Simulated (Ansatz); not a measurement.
We consider Si (I4₁/amd, No. 141, 2 atoms in the cell; start mp-92; high-pressure phase), described by r²SCAN+rVV10 (Ansatz, a first-principles code, PAW).

Input file:

Ansatz 0.2 input:
```yaml
crystal:
  lattice:
    - [-2.4138167633, 2.4138167633, 1.3288248581]
    - [2.4138167633, -2.4138167633, 1.3288248581]
    - [2.4138167633, 2.4138167633, -1.3288248581]
  atoms:
    - { symbol: Si, position: [0.25, 0.75, 0.5] }
    - { symbol: Si, position: [0.5, 0.5, 0.0] }
basis:
  ecutwfc: 560
  ecutrho_ratio: 4
  xc_grid: 3
kpoints:
  mp_grid: { grid: [24, 24, 24] }
hamiltonian:
  xc: r2scan
  dispersion: rvv10
  pseudopotentials: { kind: paw }
scf:
  occupations: { method: fermi_dirac, width: 0.05 }
output:
  forces: true
  stress: true
  eigenvalues: true
relax:
  f_tol: 0.004
  escape_saddle: false
  max_steps: 80
  cell: { stress_tol: 0.02, fix: [volume] }
```

The run printed, among other lines:

```
Relaxation: its limit of steps is 80 (relax.max_steps)
Crystal: 2 atoms, lattice volume = 30.970 Å³
Basis set: ecut = 560 eV, 893 PW (Γ), exchange–correlation on 90×90×90 points (27 copies of the dense FFT grid, shifted against one another)
Bands: 8, of which v1, the nominal top of the filled ones, is band 4 counted from 1 (3 counted from 0)
Symmetry: 16 space group operations
Space group: I41/amd (ITA 141), of the structure as read, at distance tolerance 3.1e-5 Å
k-points: 1063 of 13824
Functional: x = r2scan, c = r2scan + rvv10(b = 11.95, C = 0.0093); τ floored in thin density (d = 2e-4 eV/Å³)
SCF iter   1: F=—  HF=-1276.372414 eV  |F-HF|=—  |Δ(HF+E_count)|=         —  Δρ=4.25e-3  dr2=4.04e-3  dr2_τ=8.77e-3
SCF iter   2: F=—  HF=-1276.414056 eV  |F-HF|=—  |Δ(HF+E_count)|=   4.16e-2  Δρ=3.15e-3  dr2=1.98e-3  dr2_τ=8.62e-6
  ...
SCF 1 converged in 6 iterations: F = -1276.415076 eV  dr2 = 6.27e-9
Crystal: 2 atoms, lattice volume = 30.970 Å³
Basis set: ecut = 560 eV, 909 PW (Γ), exchange–correlation on 90×90×90 points (27 copies of the dense FFT grid, shifted against one another)
Initial density: handed on by an earlier stage of this run
SCF 2 converged in 3 iterations: F = -1276.415130 eV  dr2 = 2.81e-9
Crystal: 2 atoms, lattice volume = 30.970 Å³
SCF 3 converged in 3 iterations: F = -1276.415162 eV  dr2 = 6.58e-9
Crystal: 2 atoms, lattice volume = 30.970 Å³
SCF iter   3: F=—  HF=-1276.415161 eV  |F-HF|=—  |Δ(HF+E_count)|=   1.94e-9  Δρ=3.02e-7  dr2=1.41e-11  dr2_τ=1.25e-13
SCF iter   4: F=-1276.415161 eV  HF=-1276.415161 eV  |F-HF|=9.09e-13  |Δ(HF+E_count)|=  2.64e-11  Δρ=2.06e-8  dr2=8.35e-14  dr2_τ=9.00e-16
SCF 4 converged in 4 iterations: F = -1276.415161 eV  dr2 = 8.35e-14
SCF converged after 4 iterations
Free energy (F): -1276.415161 eV
Internal energy: -1276.409407 eV  (E = F + TS)
E sigma→0 (E₀):  -1276.412284 eV
Fermi energy:    9.487825 eV
--- Forces (eV/Å), atoms counted from 1 ---
  atom   1  Si     0.00000000     0.00000000     0.00000000
  atom   2  Si     0.00000000    -0.00000000     0.00000000
--- Stress (GPa, compression-positive) ---
       -2.116361      -0.000000       0.000000
       -0.000000      -2.116361       0.000000
       -0.000000       0.000000      -2.107315
  P = ⅓ Tr σ = -2.1133 GPa (-21.133 kbar)
```

The cell is one volume of an energy–volume scan, off the minimum.

The PAW data were made under PBE.

Note: the relaxation could not lower the start's symmetry, so the cell can be a saddle point above a distorted one.

The result took very roughly 120 core-seconds.

A start named mp-… is a Materials Project structure, which need not be a measured phase.
